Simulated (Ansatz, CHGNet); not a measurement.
For C11b MoSi2, the machine-learned potential CHGNet 0.3.0 (trained on PBE and PBE+U data) gives:

- lattice parameter a: 3.214 Å
- c axis length: 7.891 Å
- enthalpy of formation: -0.544 eV/atom

Problem. What does Hartree–Fock in Ansatz (PAW) give for the same quantities?

Solution. 
- lattice constant a: 3.225 Å (goes up by 0.3 %)
- lattice parameter c: 7.818 Å (decreases by 0.9 %)
- formation enthalpy: -0.093 eV/atom (moves by +0.451 eV/atom)

For comparison: lattice constant a 3.205 Å (measured, temperature not stated, no zero-point or thermal correction; as tabulated in Pavlosiuk et al. (2022), arXiv:2202.05362); lattice parameter c 7.845 Å (measured, temperature not stated, no zero-point or thermal correction; as tabulated in Pavlosiuk et al. (2022), arXiv:2202.05362); formation enthalpy -0.496 ± 0.02 eV/atom (measured, 298 K, copied from a table, unchecked, not corrected to a static lattice; as tabulated in Wang et al. (2021), doi:10.1038/s41598-021-94550-5).

Changes are worked out from the printed values.

Unless a cell is named, each level is at its own relaxed cell (CHGNet 0.3.0 13.59, Hartree–Fock 13.55 Å³/atom).

Caveats: the energies of CHGNet 0.3.0 can hold anion corrections fitted to measured formation enthalpies (CHGNet 0.3.0). Ansatz's density-functional and Hartree–Fock values are scalar-relativistic unless marked +SOC, with PAW data made under PBE.

Ansatz is a quantum-chemistry and plane-wave program.
